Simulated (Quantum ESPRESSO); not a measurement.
## How a calculation on MoW (Cmmm, 2 atoms in the cell) responds to its settings

```yaml
crystal:
  lattice:
    - [1.58086, -2.23653, 0.00000]
    - [1.58086, 2.23653, 0.00000]
    - [0.00000, 0.00000, 4.49108]
  atoms:
    - { symbol: Mo, position: [0.00000, 0.00000, 0.00000] }
    - { symbol: W, position: [0.50000, 0.50000, 0.50000] }
```

Base run A: PBEsol, GBRV 1.5 ultrasoft (PBESOL) pseudopotentials in Quantum ESPRESSO, self-consistent single point.

Its settings: ecutwfc = 40 Ry; ecutrho = 320 Ry; occupations = smearing; smearing = gauss; degauss = 0.0073499 Ry; potentials = {Mo: mo_pbesol_v1.uspp.F.UPF, W: w_pbesol_v1.2.uspp.F.UPF}; K_POINTS = automatic 13 13 7 1 1 1; conv_thr = 1e-11 Ry; mixing_beta = 0.4.

The starting cell comes from a database of computed structures (which also holds hypothetical and non-ambient phases and stackings), without a prior relaxation at this level. Its lattice was rescaled by a random factor within 2.5 % of one. Spin polarisation is off. In the base run, with a pressure of about -8 GPa the cell is away from its equilibrium volume at this level.

Runs:
- B: pseudopotentials: {Mo: mo_pbesol_v1.uspp.F.UPF, W: w_pbesol_v1.2.uspp.F.UPF} → {Mo: mo_lda_v1.uspp.F.UPF, W: w_lda_v1.2.uspp.F.UPF} [LDA (PZ)]
- C: pseudopotentials: {Mo: mo_pbesol_v1.uspp.F.UPF, W: w_pbesol_v1.2.uspp.F.UPF} → {Mo: mo_pbe_v1.uspp.F.UPF, W: w_pbe_v1.2.uspp.F.UPF}; input_dft: default → blyp [BLYP]
- D: pseudopotentials: {Mo: mo_pbesol_v1.uspp.F.UPF, W: w_pbesol_v1.2.uspp.F.UPF} → {Mo: mo_pbe_v1.uspp.F.UPF, W: w_pbe_v1.2.uspp.F.UPF}; input_dft: default → wc [Wu-Cohen GGA]
- E: pseudopotentials: {Mo: mo_pbesol_v1.uspp.F.UPF, W: w_pbesol_v1.2.uspp.F.UPF} → {Mo: mo_pbe_v1.uspp.F.UPF, W: w_pbe_v1.2.uspp.F.UPF}; input_dft: default → vdw-df2 [vdW-DF2]
- F: pseudopotentials: {Mo: mo_pbesol_v1.uspp.F.UPF, W: w_pbesol_v1.2.uspp.F.UPF} → {Mo: mo_pbe_v1.uspp.F.UPF, W: w_pbe_v1.2.uspp.F.UPF}; input_dft: default → vdw-df-cx [vdW-DF-cx]
- G: pseudopotentials: {Mo: mo_pbesol_v1.uspp.F.UPF, W: w_pbesol_v1.2.uspp.F.UPF} → {Mo: mo_pbe_v1.uspp.F.UPF, W: w_pbe_v1.2.uspp.F.UPF}; input_dft: default → rvv10 [rVV10]

```tsv
run	pressure (GPa)
A	-8.50
B	-13.41
C	___
D	___
E	14.77
F	-7.38
G	___
```

Problem. What belongs in the gaps?

Solution. 
- C, pressure (GPa): 9.88
- D, pressure (GPa): -6.50
- G, pressure (GPa): 4.86

Left out of this page: 3 runs of the series held back from this collection.
